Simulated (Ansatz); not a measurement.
## SrTiO3: energy against volume

SrTiO3 (cubic perovskite, Pm-3m, 11.451 Å³/atom and stress up to 0.01 GPa in the relaxed cell, cube axes along x, y and z) under an equal strain ε along all three axes. LDA in Ansatz, a plane-wave DFT program (PAW, default set), 420 eV, 9×9×9 Γ-centred mesh, Fermi-Dirac smearing 0.05 eV; ions are relaxed, or left where forces stay under 0.02 eV/Å, within the symmetry of each cell.

Here V stands for volume and E for E less E0.

| volume (Å³/atom) | E less E0 (meV/atom) | pressure (GPa) |
|---|---|---|
| 10.8432 | 22.35 | 12.39 |
| 11.0432 | 9.74 | 7.91 |
| 11.2456 | 2.35 | 3.79 |
| 11.4505 | 0.00 | 0.00 |
| 11.6579 | 2.27 | -3.49 |
| 11.8677 | 8.98 | -6.68 |
| 12.0800 | 19.80 | -9.61 |
| 12.5123 | ? | ? |

Fit E of the 7 rows that show it with the third-order Birch-Murnaghan form, a cubic in V^(-2/3). With u = V^(-2/3) - 0.197, the rows have u = 0.007124, 0.004652, 0.002225, -0.000158, -0.002500, -0.004799, -0.007058. Least squares gives E = -0.003 + 132.29·u + 419132·u² + 397137·u³. Residuals (row less fit): -0.005, 0.017, -0.021, 0.013, -0.010, 0.009, -0.003; standard error 0.019 (degrees of freedom: 3). Its minimum lies at u = -0.000158, so V0 = (0.196842)^(-3/2) = 11.45. There d²E/du² = 837900 and d³E/du³ = 2383000, so B0 = (4/9) × 11.45^(-7/3) × 837900 × 0.160218 = 202 GPa (the last factor turns the table's units into GPa), and B0' = 4 + (2/3) × 0.196842 × (2383000)/837900 = 4.4. B0' rests on the cubic coefficient alone and has a standard error of 0.1 from these residuals.

Problem. What does the fit predict for E at V = 12.5123, and how far is the calculated value from it?

Solution. u = -0.011458, so E = -0.003 + 132.29 × (-0.011458) + 419132 × (-0.011458)² + 397137 × (-0.011458)³ = 52.910 meV/atom. The calculation gives 52.86 meV/atom, 0.050 meV/atom below the prediction (0.1 % of the range of E in the table). The row lies outside the fitted rows, so this is an extrapolation. From the scatter of the fitted rows alone, a prediction at this place has a standard error of 0.117 meV/atom, so the miss is 0.4 times that.

The primitive cell can neither tilt nor turn polar against its symmetry, as such crystals can under strain. Other structures, which can take over under pressure, weren't tried. The same form fitted to the pressure column gives B0' = 4.4; series where the two differ by over 0.4 aren't shown. SrTiO3 is here the ideal cubic form; the compound distorts at low or room temperature. Rows are the converged runs of the series near zero and its far end, less any whose ions stayed unrelaxed beside relaxed ones; series whose fitted rows scatter by over a few per cent of the range, as at a crossing or softening among them, aren't shown in this form.
